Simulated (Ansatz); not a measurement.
Base system: WSe2 in the 2H-MoS2 type structure (space group P6_3/mmc, No. 194; layered, stacked along the Cartesian z axis).

```
CELL_PARAMETERS angstrom
      3.29952     0.00000     0.00000
     -1.64976     2.85747     0.00000
      0.00000     0.00000    13.14745
ATOMIC_POSITIONS crystal
  W  0.33333 0.66667 0.25000
  W  0.66667 0.33333 0.75000
  Se 0.33333 0.66667 0.62334
  Se 0.66667 0.33333 0.12334
  Se 0.66667 0.33333 0.37666
  Se 0.33333 0.66667 0.87666
```

Cartesian axes are those of the cell as printed.

The values are results of r2SCAN+rVV10 (Ansatz, a program for electronic structure; PAW; 500 eV plane waves; no spin-orbit coupling), earlier PAW set, not measurements.

Before the change:

| Quantity | Value |
|---|---|
| Band gap | 1.12 eV |
| Valence-band top at Γ | 0.00, -1.06, -1.29 eV |
| Hole mass | 0.96 mₑ along c, 0.77 mₑ across (at Γ) |

Now apply this change: uniaxial strain ε_zz = −1.06 %, all other strain components held at zero; the atoms relax in the strained cell.

Problem. What does the calculation give for the band gap, stress, valence-band top at Γ and hole mass after the change?

Solution. The band gap falls by 0.05 eV (1.12 eV → 1.07 eV); the stress (xx, yy, zz, yz, xz, xy; compression positive) amounts to (0.11, 0.11, 0.53, 0.00, 0.00, 0.00) GPa; the valence-band top at Γ (three highest levels, from the VBM) goes from 0.00, -1.06, -1.29 eV to 0.00, -1.11, -1.22 eV; the hole mass becomes 1.0 mₑ along z, 0.71 mₑ across (at Γ) (base: 0.96 mₑ along c, 0.77 mₑ across (at Γ)).

Spin-orbit coupling, missing from the scalar runs, can matter with W. Masses are band curvatures over ±0.01 Å⁻¹ around the edge. Stability against distortions was not tested.
